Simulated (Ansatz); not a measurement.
The reference is MnSi (space group P2_13, No. 198; a = 4.557 Å; ferromagnetic).

The values are results of r2SCAN in Ansatz (plane waves to 500 eV, PAW, spin-orbit coupling left out), not measurements.

Base values:

The shortest interatomic distance comes out as 2.319 Å. The density is 5.83 g/cm³.

It is then changed as follows: a hydrostatic pressure of 9 GPa.

Question: Estimate the effect on the shortest interatomic distance and density.

Answer: The shortest interatomic distance decreases by 0.029 Å (2.319 Å → 2.290 Å); the density goes up by 0.26 g/cm³ (5.83 g/cm³ → 6.09 g/cm³).

The magnetic state is the one reached from the starting moments; the real material's order can differ, and small cells can't hold many antiferromagnetic ones. Load acts through the strain it causes; cell and atoms are relaxed under it. Stability against distortions was not tested. No other phases were tried under pressure.

Ansatz is a quantum-chemistry and plane-wave program.
